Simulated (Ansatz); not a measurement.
Data:

```xyz
3
Lattice="3.7250 0.0000 0.0000 -1.8625 3.2259 0.0000 0.0000 0.0000 5.8264" Properties=species:S:1:pos:R:3 pbc="T T T"
Sn     0.0000     0.0000     0.0000
Se     0.0000     2.1506     1.6163
Se     1.8625     1.0753     4.2100
```

No spin polarisation.

The values are results of PBE-D3(BJ)/PAW in Ansatz (a quantum-chemistry and plane-wave program), no spin-orbit coupling, not measurements. k-mesh 10×10×6 (Γ-centred); smearing 0.05 eV (Fermi–Dirac).

### Question
Predict the smallest direct gap, band gap and pressure.

### Answer
The smallest direct gap comes out as 1.16 eV and the band gap comes out as 0.16 eV. The pressure (mean of the normal stresses, compression positive) is 4.68 GPa.

The cells carry an imposed strain or load. No phonon test of stability was made. The cell was made from SnSe$_{2}$ in the CdI2 type structure (space group P-3m1, No. 164; layered, stacked along the Cartesian z axis) by this change: isotropic strain −3.00 %. The zero or small gap of SnSe2 under isotropic strain −3.00 % can change with the level of theory.
